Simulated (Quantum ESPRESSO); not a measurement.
## Convergence study of the plane-wave cutoff for HfZrCN (R3m, 4 atoms in the cell)

```xyz
4
Lattice="1.6425 0.9483 5.3777 -1.6425 0.9483 5.3777 0.0000 -1.8966 5.3777" Properties=species:S:1:pos:R:3 pbc="T T T"
Zr     0.0000     0.0000     8.1377
Hf     0.0000     0.0000    16.1178
C      0.0000     0.0000     4.0666
N      0.0000     0.0000    12.0611
```

Computed with PBEsol, GBRV 1.5 ultrasoft (PBESOL) pseudopotentials (plane waves; Quantum ESPRESSO).

Base settings: ecutwfc = 40 Ry; ecutrho = 320 Ry; occupations = smearing; smearing = fd; degauss = 0.0073499 Ry; K_POINTS = automatic 4 4 4 0 0 0; conv_thr = 1e-10 Ry.

Moved along: ecutrho.

The second cell is the first with its lattice scaled by 0.98.

The mesh stays at the base's, so the ladder's end is converged at best in this setting alone.

Only quantities that move along the ladder and can be compared are tabulated.

The count of work is k-points × plane waves × bands × iterations; it is no time. Core times come from one kind of shared machine, to one figure; runs under 30 s give none.

The starting cell comes from a database of computed structures (which also holds hypothetical and non-ambient phases and stackings), without a prior relaxation at this level. Its lattice was rescaled by up to half a per cent. One atom was moved a little off its site on purpose. In the base run, with a pressure of about -10 GPa the cell is away from its equilibrium volume at this level. Without a gap this mesh is coarse (it stands for a supercell whose shortest vector is 13 Å).

```tsv
ecutwfc	free energy less the last step's (meV/atom)	energy of the compressed cell less the first (meV/atom)	pressure (GPa)	largest difference of a force vector from the last step's (eV/Å)	count of work / last	core time / last (rough)
14 Ry	4314.78	-143.61	-175.06	0.369	0.060	–
16 Ry	2327.04	-2.68	-110.32	0.313	0.069	–
18 Ry	1233.40	-24.67	-68.62	0.268	0.084	–
22 Ry	326.28	-6.93	-26.75	0.075	0.10	–
28 Ry	69.03	-7.77	-12.58	0.012	0.16	–
36 Ry	16.93	-8.61	-9.92	0.009	0.23	0.2
40 Ry	9.56	-8.74	-9.57	0.002	0.27	0.3
48 Ry	4.42	-8.67	-9.25	0.000	0.35	0.3
60 Ry	2.60	-8.68	-9.20	0.000	0.50	0.3
96 Ry	0.00	-8.70	-9.18	0.000	1.0	1
```

Coarsest ecutwfc that holds the forces within 0.02 eV/Å of the last step, with all finer ones: 28 Ry, at 0.16 of the last step's count of work; the step before is off by 0.075 eV/Å.

Coarsest ecutwfc that holds the free energy within 5 meV/atom: not settled: the last two steps still differ by 2.6 meV/atom, over half the tolerance, so the ladder does not show it.

Coarsest ecutwfc that holds the pressure within 0.1 GPa of the last step, with all finer ones: 48 Ry, at 0.35 of the last step's count of work and about 0.3 of the last step's time; the step before is off by 0.39 GPa.

At the lowest cutoff the pressure lies 166 GPa under the last step's, the usual sign of Pulay stress in an incomplete plane-wave basis.
